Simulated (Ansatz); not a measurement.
The (10-10) face of hcp Sc can be cut between different planes. Symmetric, stoichiometric slabs relaxed in the 1x1 cell (17.1 Å²): top plane Sc, 0.96 Å over the next in the ideal cut; top plane Sc, 1.92 Å over the next in the ideal cut.

Calculation: PBE (plane waves to 420 eV, PAW; Ansatz, a program for electronic structure).

Question: Put the candidates in order of surface energy, lowest first, for PBE.

Answer: the cut with an outer spacing of 0.96 Å (1.20 J/m²), the cut with an outer spacing of 1.92 Å (1.56 J/m²)
